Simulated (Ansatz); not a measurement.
Take MgF2 in the rutile structure (space group P4_2/mnm, No. 136; a = 4.6260 Å, c = 3.0492 Å) as the base.

Calculations: Ansatz (an electronic-structure program) r2SCAN, scalar-relativistic without spin-orbit coupling, earlier PAW set.

For the base:

- Density: 3.17 g/cm³

Now apply this change: cell and atoms relaxed at a pressure of 7 GPa.

**Question.** What happens to the mean gap deformation potential ΔEg/Δln V?

**Answer.** The mean gap deformation potential ΔEg/Δln V amounts to -7.1 eV.

**Question.** What does the calculation give for the density after the change?

**Answer.** The density goes up by 0.19 g/cm³, from 3.17 g/cm³ to 3.36 g/cm³.

Load acts through the strain it causes; cell and atoms are relaxed under it. Stability against distortions was not tested. No other phases were tried under pressure.
